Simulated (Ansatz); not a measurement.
Take WO₃ (space group Cmcm, No. 63; a = 5.454 Å, b = 5.474 Å, c = 7.460 Å; a cell from a computed database, its experimental status unchecked) as the base. Axes: x, y, z lie along a, b, c of the conventional cell.

Levels (all Ansatz, a quantum-chemistry and plane-wave program, PAW): PBEsol (420 eV, no spin-orbit coupling); HSE06 (420 eV, no SOC).

Its gap is 1.35 eV with PBEsol and 2.59 eV with HSE06.

Modification: uniaxial strain ε_zz = +0.74 %, all other strain components held at zero, atoms relaxed at fixed cell.

With PBEsol the gap becomes 1.26 eV.

### Question
If the HSE06 correction stayed the same, what would the HSE06 gap be, and what does the HSE06 run give?

### Answer
A rigid correction of +1.24 eV gives 2.50 eV. The HSE06 run gives 2.50 eV, so the two effects roughly add.

Single points use the geometry relaxed with PBEsol. HSE06 was sampled on its mesh, a few special points and the semilocal edge points, so its gap is an upper bound. With W present, leaving out spin-orbit coupling can change the band edges. No phonon test of stability was made.
